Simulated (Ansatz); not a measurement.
The starting structures come from a database of crystals and need not be the phases stable at ambient conditions.

 Where the default PAW files enter, the runs use the earlier of Ansatz's two default sets.

The decay constant κ of evanescent states in the gap governs leakage through a thin film.

```yaml
crystal:
  lattice:
    - [6.47970, 0.00000, 0.00000]
    - [0.00000, 6.50500, 0.00000]
    - [1.71503, 0.00000, 2.85859]
  atoms:
    - { symbol: Hf, position: [0.24868, 0.10787, 0.00132] }
    - { symbol: Hf, position: [0.75132, 0.89213, 0.99868] }
    - { symbol: Hf, position: [0.25132, 0.60787, 0.49868] }
    - { symbol: Hf, position: [0.74868, 0.39213, 0.50132] }
    - { symbol: O, position: [0.02079, 0.34145, 0.72921] }
    - { symbol: O, position: [0.97921, 0.65855, 0.27079] }
    - { symbol: O, position: [0.47921, 0.84145, 0.77079] }
    - { symbol: O, position: [0.52079, 0.15855, 0.22921] }
    - { symbol: O, position: [0.13950, 0.92340, 0.61050] }
    - { symbol: O, position: [0.86050, 0.07660, 0.38950] }
    - { symbol: O, position: [0.36050, 0.42340, 0.88950] }
    - { symbol: O, position: [0.63950, 0.57660, 0.11050] }
```

Space group of this cell: Pnma. The cell is taken as given; by r2SCAN its mean pressure is -3.3 GPa.

Transport runs along the normal of the first two printed cell vectors.

No gap correction and no spin-orbit coupling; mid-gap values are interpolated between computed energies.

**Question.** Give the band gap and the smallest decay constant κ at mid-gap that Ansatz (a quantum-chemistry and plane-wave program) with r2SCAN yields.

**Answer.** Gap 3.98 eV on a 10×6×10 mesh; κ = 0.374 1/Å, at the zone centre.
